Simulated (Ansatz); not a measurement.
Start from TiO2 in the anatase structure (space group I4_1/amd, No. 141).

```xyz
6
Lattice="-1.8889 1.8889 4.7919 1.8889 -1.8889 4.7919 1.8889 1.8889 -4.7919" Properties=species:S:1:pos:R:3 pbc="T T T"
Ti     0.0000     0.0000     4.7919
Ti     1.8889     0.0000     2.3959
O      0.0000     0.0000     2.8055
O      1.8889     0.0000     0.4095
O      1.8889     0.0000     4.3824
O      0.0000     0.0000     6.7783
```

Level of theory: Ansatz (a first-principles code), r2SCAN, PAW, cutoff 500 eV, no SOC.

Carriers are added at fixed cell with a uniform background; the Fermi–Dirac width is that of 300 K.

One change was made to it. Results:

```csv
quantity,base,after
gap between the host's bands,2.53 eV,2.59 eV
Fermi level relative to the doped band's edge (positive inside the band; to 0.05 eV),–,+0.20 eV
```

Problem. What was done to the base?
A. electrons 3.0×10^21 cm⁻³
B. holes 2.0×10^22 cm⁻³
C. electrons 5.0×10^21 cm⁻³
D. holes 5.0×10^21 cm⁻³
E. electrons 2.0×10^22 cm⁻³

Solution. D, holes 5.0×10^21 cm⁻³. For comparison, the Fermi level from band edge in the other runs: electrons 5.0×10^21 cm⁻³ gives +0.70 eV; electrons 2.0×10^22 cm⁻³ gives +1.00 eV; holes 2.0×10^22 cm⁻³ gives +0.45 eV; electrons 3.0×10^21 cm⁻³ gives +0.55 eV.

Charged cell with a jellium background: band edges are those of the host's band count, energies are not comparable with the neutral cell, and many-body gap narrowing is missing. No phonon test of stability was made. All final runs are without spin polarisation.
